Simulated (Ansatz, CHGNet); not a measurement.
For SnO (model structure, started from the h-BN type, P6₃/mmc, No. 194, 4 atoms in the cell), the machine-learned potential CHGNet-r²SCAN (trained on r²SCAN data) gives:

| Property | Result |
|---|---|
| lattice parameter a | 3.720 Å |
| lattice parameter c | 7.283 Å |

**Question.** What does r²SCAN (Ansatz, a quantum-chemistry and plane-wave program, plane waves, PAW) give for the same quantities?

**Answer.** 
- lattice constant a: 4.127 Å (increases by 11 %)
- lattice parameter c: 5.187 Å (shrinks by 29 %)

Changes are worked out from the printed values.

Unless a cell is named, each level is at its own relaxed cell (CHGNet-r²SCAN 21.82, r²SCAN 19.13 Å³/atom).

Caveats: the cell has another shape than the first-principles one, perhaps another minimum in the same group (CHGNet-r²SCAN). Ansatz's density-functional and Hartree–Fock values are scalar-relativistic unless marked +SOC, with PAW data made under PBE.

A model structure was made by putting elements into a prototype or built by hand; it is no filed structure, need not be a known phase, and can be a saddle point held by its symmetry.
